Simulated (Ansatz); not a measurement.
Bulk modulus of HfC (model structure, F-43m, No. 216, 2 atoms in the cell) at several levels of theory

No measured value is used here.

```csv
level (code),value (GPa),cell (Å³/atom)
LDA (Ansatz),…,15.21
PBEsol (Ansatz),163,15.59
r²SCAN (Ansatz),164,15.88
```

Task: Some entries are withheld; supply them.

Result: 
- LDA (Ansatz, an electronic-structure program), value (GPa): 171

Density-functional levels without +SOC have no spin–orbit coupling. LDA, PBEsol, r²SCAN: the bulk modulus is −V dP/dV from two relaxed cells at ±2 % in volume. Each level is taken at its own relaxed cell. Cutoffs differ between the levels. Ansatz's density-functional and Hartree–Fock values are scalar-relativistic unless marked +SOC, with PAW data made under PBE.

A model structure was made by putting elements into a prototype or built by hand; it is no filed structure, need not be a known phase, and can be a saddle point held by its symmetry.
